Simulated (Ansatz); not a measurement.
OsC (model structure, F-43m, No. 216, 2 atoms in the cell), treated with PBE-D3(BJ) (Ansatz, an electronic-structure program, PAW).

Run with plane-wave cutoff 520 eV, 12×12×12 k mesh, Fermi–Dirac smearing 0.01 eV, no spin polarisation, scalar-relativistic PAW data made under PBE.

Cell (relaxed at this level):

```xyz
2
Lattice="0.0000 2.2898 2.2898 2.2898 0.0000 2.2898 2.2898 2.2898 0.0000" Properties=species:S:1:pos:R:3 pbc="T T T"
Os     0.0000     0.0000     0.0000
C      1.1449     1.1449     1.1449
```

### Question
Estimate the band gap, smallest direct gap on the k points sampled and Γ–Γ gap that the calculation returns.

### Answer

band gap: 0.11 eV
smallest direct gap on the k points sampled: 0.56 eV
Γ–Γ gap: 4.79 eV

Note: the relaxation could raise the start's symmetry but not lower it, so the cell can be a saddle point.

Spin–orbit coupling is not included; it can close the smallest gap of 0.11 eV.

Static lattice: no zero-point or thermal effects.

Computing time: about 5 core-seconds (a rough figure).

A model structure was made by putting elements into a prototype or built by hand; it is no filed structure, need not be a known phase, and can be a saddle point held by its symmetry.
